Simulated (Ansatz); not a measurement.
Ansatz (a quantum-chemistry and plane-wave program) is run on HfPbO3 (Pnma, 20 atoms in the cell), and the run fails. The aim is a self-consistent single point with DFT, PBEsol, plane waves, default PAW files made with PBE.

Input as run:

Ansatz 0.2 input:
```yaml
crystal:
  lattice:
    - [5.735179, 0.000000, 0.000000]
    - [0.000000, 8.114367, 0.000000]
    - [0.000000, 0.000000, 5.739109]
  atoms:
    - { symbol: Hf, position_ang: [0.000000, 4.057183, 0.000000] }
    - { symbol: Hf, position_ang: [2.867589, 4.057183, 2.869555] }
    - { symbol: Hf, position_ang: [2.867589, 0.000000, 2.869555] }
    - { symbol: Hf, position_ang: [0.000000, 0.000000, 0.000000] }
    - { symbol: Pb, position_ang: [5.674443, 6.085775, 2.896471] }
    - { symbol: Pb, position_ang: [0.060736, 2.028592, 2.842638] }
    - { symbol: Pb, position_ang: [2.928325, 2.028592, 0.026916] }
    - { symbol: Pb, position_ang: [2.806854, 6.085775, 5.712193] }
    - { symbol: O, position_ang: [5.701399, 2.028592, 5.395968] }
    - { symbol: O, position_ang: [0.033780, 6.085775, 0.343141] }
    - { symbol: O, position_ang: [2.901370, 6.085775, 2.526413] }
    - { symbol: O, position_ang: [2.833809, 2.028592, 3.212696] }
    - { symbol: O, position_ang: [4.475332, 0.255359, 1.608787] }
    - { symbol: O, position_ang: [1.259847, 7.859008, 4.130322] }
    - { symbol: O, position_ang: [4.127436, 7.859008, 4.478342] }
    - { symbol: O, position_ang: [1.607743, 0.255359, 1.260767] }
    - { symbol: O, position_ang: [1.607743, 3.801824, 1.260767] }
    - { symbol: O, position_ang: [4.127436, 4.312543, 4.478342] }
    - { symbol: O, position_ang: [1.259847, 4.312543, 4.130322] }
    - { symbol: O, position_ang: [4.475332, 3.801824, 1.608787] }
basis:
  ecutwfc: 420.0
kpoints:
  mp_grid: { grid: [3, 3, 3] }
hamiltonian:
  xc: pbesol
  pseudopotentials: { kind: paw }
scf:
  occupations: { method: fixed }
  max_iter: 2
output:
  forces: true
  eigenvalues: true
  stress: true
```

The program printed (abridged):

```
SCF iter   1: F=—  HF=-116162.674514 eV  |F-HF|=—  |Δ(HF+E_count)|=         —  Δρ=1.95e-2  dr2=8.87e-1  ethr=1.77e-3  ⟨swp⟩=8.9  Hψ=10582  notcnv=0
all-band conjugate gradients solve this SCF's bands
preconditioner: auto → Resta (q_TF=auto, 2.665 Å⁻¹)
SCF iter   2: F=—  HF=-116162.463760 eV  |F-HF|=—  |Δ(HF+E_count)|=   2.11e-1  Δρ=4.13e-3  dr2=2.06e-2  ethr=3.82e-4  ⟨swp⟩=7.6  Hψ=7351  notcnv=0
Error: did not converge after 2 iterations: dr2 = 2.06e-2 (threshold 1.00e-7), under the density mixer `msr1`, which `scf.mixing.algorithm: auto` chose by the deck's other keys (type `scf.mixing.algorithm: msr1` to keep it); at k-index 0, counted from 0 in this SCF's own list of k-points, the highest band that the last eigensolve's fill by count filled, 12.669616 eV, and the lowest that it left empty, 15.366615 eV, lay 2.697e0 eV apart, the closest at any k-point: where those lie closer than the levels still move from one iteration to the next, and no symmetry of the run holds them equal, such a fill need not settle, and opposed starting moments at zero total moment, or else a [...]
```

Problem. What caused this, and what should be changed?

Solution. The fault is an iteration limit that is too low. The loop is cut before its threshold is met, so whatever is printed at the end is not self-consistent. To fix it, raise the limit, or leave it to the default. The run ended unconverged after 2 iterations.

An input that runs soundly differs in these lines (not the only fix; some lines may just follow from the change or write a value another way):
```diff
-  max_iter: 2
```

With that input, the run converged in 8 iterations: free energy E − TS (on the zero of these files) -116162.4589 eV; top of the valence band (on the code's own zero) 12.68 eV; gap on the k-point mesh 2.68 eV; pressure 5.84 GPa; largest force (vector length) 0.151 eV/Å (DFT, PBEsol, plane waves, default PAW files made with PBE).

On the sound input: the starting cell comes from a database of computed structures (which also holds hypothetical and non-ambient phases and stackings), without a prior relaxation at this level. Its lattice was rescaled by a random factor within 2.5 % of one. Spin-orbit coupling is off. With a pressure of about 6 GPa the cell is away from its equilibrium volume at this level. Ansatz's pressure includes its estimate of the finite-basis (Pulay) stress. Without the estimate this run gives 5.23 GPa.
